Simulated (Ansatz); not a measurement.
Sc3W (model structure, started from the D019 type, P6₃/mmc, No. 194, 8 atoms in the cell), treated with LDA (PAW; Ansatz, a first-principles code).

Run with plane-wave cutoff 520 eV, 12×12×12 k mesh, Fermi–Dirac smearing 0.05 eV, no spin polarisation, scalar-relativistic PAW data made under PBE.

Cell (relaxed at this level):

```xyz
8
Lattice="6.0671 0.0000 0.0000 -3.0336 5.2543 0.0000 0.0000 0.0000 4.8136" Properties=species:S:1:pos:R:3 pbc="T T T"
Sc     3.0336     3.4612     1.2034
Sc    -1.4807     4.3577     3.6102
Sc     1.5529     0.8965     1.2034
Sc     0.0000     1.7931     3.6102
Sc     4.5143     0.8965     1.2034
Sc     1.4807     4.3577     3.6102
W      0.0000     3.5029     1.2034
W      3.0336     1.7514     3.6102
```

### Question
Give the computed bulk modulus.

### Answer

* **bulk modulus**: 102 GPa

Note: the run has no spin polarisation, so it can have missed a magnetic state; the bulk modulus is −V dP/dV from two relaxed cells at ±2 % in volume; the relaxation could raise the start's symmetry but not lower it, so the cell can be a saddle point.

Spin–orbit coupling is not included.

Static lattice: no zero-point or thermal effects.

A model structure was made by putting elements into a prototype or built by hand; it is no filed structure, need not be a known phase, and can be a saddle point held by its symmetry.
